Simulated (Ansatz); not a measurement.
Consider ZnF₂ in the rutile structure (space group P4_2/mnm, No. 136; a = 4.717 Å, c = 3.129 Å).

All numbers come from Ansatz (a first-principles code) PBEsol, no SOC.

Strains are applied to the cell and any free atomic positions relax.

One change was made to it. Results:

```csv
quantity,base,after
band gap,3.45 eV,3.36 eV
electron mass,"0.40 mₑ along c, 0.44 mₑ across (at Γ)","0.39 mₑ along c, 0.44 mₑ across (at Γ)"
energy relative to the base (free energy F),0 meV/atom,+19 meV/atom
width of the top valence band,1.21 eV,1.04 eV
```

Q: Which change produced these results?
A) isotropic strain +0.60 %
B) isotropic strain +1.20 %
C) isotropic strain +1.80 %
D) isotropic strain +3.00 %
E) isotropic strain +2.40 %

A: E, isotropic strain +2.40 %. For comparison, the electron mass in the other runs: isotropic strain +1.20 % gives 0.40 mₑ along c, 0.44 mₑ across (at Γ); isotropic strain +0.60 % gives 0.40 mₑ along c, 0.44 mₑ across (at Γ); isotropic strain +3.00 % gives 0.39 mₑ along c, 0.45 mₑ across (at Γ); isotropic strain +1.80 % gives 0.40 mₑ along c, 0.44 mₑ across (at Γ).

Effective masses come from finite differences of ±0.01 Å⁻¹. Gaps are Kohn–Sham eigenvalue differences; semilocal functionals usually give less than the measured gap. Whether these cells are dynamically stable was not tested.
